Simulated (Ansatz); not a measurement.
Zr (model structure, started from the diamond type, Fd-3m, No. 227, 2 atoms in the cell), treated with r²SCAN (Ansatz, a program for electronic structure, PAW).

Numerical settings: plane-wave cutoff 560 eV, 16×16×16 k mesh, Fermi–Dirac smearing 0.05 eV, scalar-relativistic PAW data made under PBE.

Cell (relaxed at this level):

Zr has the cubic space group Fd-3m, origin choice 1 (No. 227), the diamond structure, Pearson symbol cF8. Conventional cell: a = 6.186 Å, b = 6.186 Å, c = 6.186 Å, α = 90.00°, β = 90.00°, γ = 90.00°. Zr on 8b has 4 Zr at 2.679 Å (tetrahedral). (Neighbours: up to the widest gap in distance over summed covalent radii, below 1.35, at either atom.)
(The calculation used a cell of 2 atoms; values per cell refer to that cell.)

Question: Estimate the bulk modulus that the calculation returns.

Answer: 
bulk modulus: 37.0 GPa

The run finds no gap.

Note: the bulk modulus is −V dP/dV from two relaxed cells at ±2 % in volume; the relaxation could raise the start's symmetry but not lower it, so the cell can be a saddle point.

Computed values are for the static lattice.

Cost on a shared machine: very roughly 2.0 core-minutes.

A model structure was made by putting elements into a prototype or built by hand; it is no filed structure, need not be a known phase, and can be a saddle point held by its symmetry.
